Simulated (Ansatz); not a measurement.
**TaSi (model structure, started from the TiAs type, P6₃/mmc, No. 194, 8 atoms in the cell)**

The numbers are results of PBEsol (plane waves, PAW; Ansatz, an electronic-structure program), not measurements.

Settings: plane-wave cutoff 500 eV, 12×12×4 k mesh (along the axes of the cell as run), Fermi–Dirac smearing 0.05 eV, scalar-relativistic PAW data made under PBE.

Cell (relaxed at this level):

```cif
data_Si4Ta4
_chemical_formula_sum 'Ta4 Si4'
_space_group_name_H-M_alt 'P 1'
_space_group_IT_number 1
_cell_length_a 3.55909
_cell_length_b 3.55909
_cell_length_c 12.13765
_cell_angle_alpha 90.000
_cell_angle_beta 90.000
_cell_angle_gamma 120.000
loop_
_space_group_symop_operation_xyz
  'x, y, z'
loop_
_atom_site_label
_atom_site_type_symbol
_atom_site_fract_x
_atom_site_fract_y
_atom_site_fract_z
_atom_site_occupancy
Ta1 Ta 0.33333 0.66667 0.11563 1
Ta2 Ta 0.66667 0.33333 0.61563 1
Ta3 Ta 0.66667 0.33333 0.88437 1
Ta4 Ta 0.33333 0.66667 0.38437 1
Si1 Si 0.00000 0.00000 0.00000 1
Si2 Si 0.00000 0.00000 0.50000 1
Si3 Si 0.33333 0.66667 0.75000 1
Si4 Si 0.66667 0.33333 0.25000 1
```

```yaml
band_gap: zero (no gap)
```

Note: the relaxation could raise the start's symmetry but not lower it, so the cell can be a saddle point.

Spin–orbit coupling is not included.

Computed values are for the static lattice.

A model structure was made by putting elements into a prototype or built by hand; it is no filed structure, need not be a known phase, and can be a saddle point held by its symmetry.
